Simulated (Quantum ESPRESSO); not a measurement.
Input and output of a zone-centre phonon calculation for Be4AlNi (F-43m, 6 atoms in the cell) (Quantum ESPRESSO).

Level of theory: LDA (PZ), PSlibrary PAW (LDA) pseudopotentials (plane waves; Quantum ESPRESSO).

```yaml
crystal:
  lattice:
    - [0.00000, 2.98435, 2.98435]
    - [2.98435, 0.00000, 2.98435]
    - [2.98435, 2.98435, 0.00000]
  atoms:
    - { symbol: Be, position: [0.37362, 0.37362, 0.37362] }
    - { symbol: Be, position: [0.87914, 0.37362, 0.37362] }
    - { symbol: Be, position: [0.37362, 0.37362, 0.87914] }
    - { symbol: Be, position: [0.37362, 0.87914, 0.37362] }
    - { symbol: Al, position: [0.75000, 0.75000, 0.75000] }
    - { symbol: Ni, position: [0.00000, 0.00000, 0.00000] }
```

Reference input (self-consistent single point, DFT, LDA (PZ), plane waves, PSlibrary PAW (LDA) pseudopotentials): ecutwfc = 50 Ry; ecutrho = 300 Ry; occupations = smearing; smearing = fermi-dirac; degauss = 0.0073499 Ry; K_POINTS = automatic 5 5 5 0 0 0; conv_thr = 1e-10 Ry; mixing_beta = 0.7. This run's input differs from it in these lines:

```diff
@@ -18,3 +18,3 @@
  smearing = 'fermi-dirac',
- degauss = 0.0073499,
+ degauss = 0.0036749,
 /
```

Step 2 (ph.x):

```fortran
phonons at the zone centre
&INPUTPH
 prefix = 'Be4AlNi',
 outdir = './tmp/',
 tr2_ph = 1.0d-14,
 fildyn = 'dyn.G',
/
0.0 0.0 0.0
```

Step 3 (dynmat.x):

```fortran
&INPUT
 fildyn = 'dyn.G',
 asr = 'crystal',
/
```

The program printed (abridged):

Output of step 1:

```
     Self-consistent Calculation

     iteration #  1     ecut=    50.00 Ry     beta= 0.70

---- Real-time Memory Report at c_bands before calling an iterative solver
           150 MiB given to the printing process from OS
            37 MiB allocation reported by mallinfo(arena+hblkhd)
------------------

     Threshold (ethr) on eigenvalues was too large:
     Diagonalizing with lowered threshold

---- Real-time Memory Report at c_bands before calling an iterative solver
           177 MiB given to the printing process from OS
            62 MiB allocation reported by mallinfo(arena+hblkhd)
------------------

   [... lines left out ...]

---- Real-time Memory Report at c_bands before calling an iterative solver
           183 MiB given to the printing process from OS
            69 MiB allocation reported by mallinfo(arena+hblkhd)
------------------

     total energy              =    -244.35224693 Ry
     estimated scf accuracy    <          7.2E-10 Ry

     iteration # 13     ecut=    50.00 Ry     beta= 0.70

---- Real-time Memory Report at c_bands before calling an iterative solver
           183 MiB given to the printing process from OS
            69 MiB allocation reported by mallinfo(arena+hblkhd)
------------------
     End of self-consistent calculation

     the Fermi energy is     9.8366 ev

!    total energy              =    -244.35224693 Ry
     estimated scf accuracy    <          2.9E-11 Ry
     smearing contrib. (-TS)   =      -0.00140996 Ry
     internal energy E=F+TS    =    -244.35083697 Ry

      -> PAW hartree energy AE =      90.48763150 Ry
      -> PAW hartree energy PS =     -90.12193581 Ry
      -> PAW xc energy AE      =    -177.95495293 Ry
      -> PAW xc energy PS      =      48.71095875 Ry
      -> total E_H with PAW    =      33.15957345 Ry
      -> total E_XC with PAW   =    -179.69161450 Ry

     convergence has been achieved in  13 iterations

     Forces acting on atoms (cartesian axes, Ry/au):

     atom    1 type  1   force =     0.00042301    0.00042301    0.00042301
   [... lines left out ...]

     Total force =     0.001465     Total SCF correction =     0.000000

          total   stress  (Ry/bohr**3)                   (kbar)     P=      -42.20
  -0.00028684   0.00000000   0.00000000          -42.20        0.00        0.00
   0.00000000  -0.00028684   0.00000000            0.00      -42.20        0.00
   0.00000000   0.00000000  -0.00028684            0.00        0.00      -42.20

   JOB DONE.
```

Output of step 2:

```
     Reading xml data from directory:

     ./tmp/Be4AlNi.save/
     file Be.pz-n-kjpaw_psl.1.0.0.UPF: wavefunction(s)  2S 2P renormalized
     file Al.pz-n-kjpaw_psl.1.0.0.UPF: wavefunction(s)  3S 3P renormalized
     file Ni.pz-n-kjpaw_psl.1.0.0.UPF: wavefunction(s)  4S 3D renormalized

     G-vector sticks info
     --------------------
     sticks:   dense  smooth     PW     G-vecs:    dense   smooth      PW
     Sum        1303     871    253                31283    17153    2741

     Reading collected, re-writing distributed wavefunctions in ./tmp/

     Number and degeneracy of irreps per q-point
       N         xq(1)         xq(2)         xq(3)   N irreps
       1   0.000000000   0.000000000   0.000000000       7
        1   2   3   3   3   3   3

   [... lines left out ...]

     Atomic displacements:
     There are    7 irreducible representations

     Representation     1      1 modes -  To be done

     Representation     2      2 modes -  To be done

     Representation     3      3 modes -  To be done

     Representation     4      3 modes -  To be done

     Representation     5      3 modes -  To be done

     Representation     6      3 modes -  To be done

     Representation     7      3 modes -  To be done

     Alpha used in Ewald sum =   2.8000
     Representation #   1 mode #   1

     Self-consistent Calculation

      iter #   1   av.it.:   7.7
      thresh= 1.000E-02 alpha_mix =  0.700 |ddv_scf|^2 =  3.880E-07

      iter #   2   av.it.:  15.5
      thresh= 6.229E-05 alpha_mix =  0.700 |ddv_scf|^2 =  1.511E-06

   [... 5 blocks of this kind left out ...]

      iter #   8   av.it.:  14.0
      thresh= 3.149E-08 alpha_mix =  0.700 |ddv_scf|^2 =  7.192E-17
     End of self-consistent calculation

     Convergence has been achieved

     Representation #   2 modes #   2   3

     Self-consistent Calculation

      iter #   1   av.it.:   6.8
      thresh= 1.000E-02 alpha_mix =  0.700 |ddv_scf|^2 =  1.283E-08

      iter #   2   av.it.:  16.9
      thresh= 1.133E-05 alpha_mix =  0.700 |ddv_scf|^2 =  4.412E-10

   [... 2 blocks of this kind left out ...]

      iter #   5   av.it.:  16.9
      thresh= 1.087E-08 alpha_mix =  0.700 |ddv_scf|^2 =  1.999E-16

     End of self-consistent calculation

     Convergence has been achieved

   [... 4 blocks of this kind left out ...]

     Representation #   7 modes #  16  17  18

     Self-consistent Calculation

      iter #   1   av.it.:   6.9
      thresh= 1.000E-02 alpha_mix =  0.700 |ddv_scf|^2 =  2.704E-09

      iter #   2   av.it.:  18.7
   [... lines left out ...]

     Mode symmetry, T_d (-43m)  point group:

     freq (   1-   3) =         -5.8  [cm-1]   --> T_2  G_15 P_4   I+R
     freq (   4-   6) =        219.1  [cm-1]   --> T_2  G_15 P_4   I+R
     freq (   7-   9) =        391.0  [cm-1]   --> T_1  G_25 P_5
     freq (  10-  12) =        391.8  [cm-1]   --> T_2  G_15 P_4   I+R
     freq (  13-  14) =        563.1  [cm-1]   --> E    G_12 P_3   R
     freq (  15-  17) =        705.5  [cm-1]   --> T_2  G_15 P_4   I+R
     freq (  18-  18) =        854.0  [cm-1]   --> A_1  G_1  P_1   R
   JOB DONE.
```

Output of step 3:

```
     diagonalizing the dynamical matrix ...

 q =      0.00000000     0.00000000     0.00000000
 **************************************************************************
     freq (    1) =      -0.000000 [THz] =      -0.000008 [cm-1]
 ( -0.332618   0.000000    -0.232839   0.000000     0.042636  -0.000000   )
 ( -0.332618   0.000000    -0.232839   0.000000     0.042636  -0.000000   )
 ( -0.332618   0.000000    -0.232839   0.000000     0.042636  -0.000000   )
 ( -0.332618   0.000000    -0.232839   0.000000     0.042636  -0.000000   )
 ( -0.332618   0.000000    -0.232839   0.000000     0.042636  -0.000000   )
 ( -0.332618   0.000000    -0.232839   0.000000     0.042636  -0.000000   )
     freq (    2) =      -0.000000 [THz] =      -0.000004 [cm-1]
   [... lines left out ...]
 ( -0.288675   0.000000     0.288675   0.000000     0.288675   0.000000   )
 (  0.288675   0.000000     0.288675   0.000000    -0.288675   0.000000   )
 (  0.288675   0.000000    -0.288675   0.000000     0.288675   0.000000   )
 ( -0.000000   0.000000     0.000000   0.000000    -0.000000   0.000000   )
 (  0.000000   0.000000    -0.000000   0.000000     0.000000   0.000000   )
 **************************************************************************
```

The run converged in 13 iterations. 

Summary of the result:
- Free energy E − TS: -3324.5817 eV
- Fermi level (on the code's own zero): 9.84 eV
- Pressure: -4.22 GPa
- Largest force (vector length): 0.019 eV/Å
- Zone-centre frequencies (cm⁻¹; negative means imaginary): 0, 0, 0, 219, 219, 219, 391, 391, 391, 392, 392, 392, 563, 563, 706, 706, 706, 854

The starting cell comes from a database of computed structures (which also holds hypothetical and non-ambient phases and stackings), without a prior relaxation at this level. Its lattice was rescaled by up to half a per cent. Spin polarisation is off. With a pressure of about -4 GPa the cell is away from its equilibrium volume at this level.
